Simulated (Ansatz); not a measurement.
The reference is BaTiO₃ in the cubic perovskite structure (space group Pm-3m, No. 221).

```xyz
5
Lattice="3.9699 0.0000 0.0000 0.0000 3.9699 0.0000 0.0000 0.0000 3.9699" Properties=species:S:1:pos:R:3 pbc="T T T"
Ba     0.0000     0.0000     0.0000
Ti     1.9849     1.9849     1.9849
O      0.0000     1.9849     1.9849
O      1.9849     1.9849     0.0000
O      1.9849     0.0000     1.9849
```

Method: plane-wave PAW DFT at the PBEsol level (Ansatz, an electronic-structure program, 420 eV), spin-orbit coupling left out.

Before the change:

The lattice parameter a is 3.970 Å and the gap character comes out as indirect, R → Γ. The band gap comes out as 1.82 eV and the width of the top valence band comes out as 0.98 eV.

One thing is altered: a hydrostatic pressure of 18 GPa.

Question: Predict the new lattice parameter a, gap character, band gap and width of the top valence band.

Answer: The lattice parameter a shrinks by 0.108 Å, from 3.970 Å to 3.862 Å; the gap character changes from indirect, R → Γ to direct at Γ; the band gap grows by 0.128 eV to 1.94 eV; the width of the top valence band increases by 0.075 eV to 1.05 eV.

Load acts through the strain it causes; cell and atoms are relaxed under it. No phonon test of stability was made. Competing high-pressure phases were not computed. The final runs are not spin-polarised. Many cubic perovskites are stable only at high temperature; tilts and polar distortions were not tested. This is not the structure that BaTiO3 has at room temperature and ambient pressure.
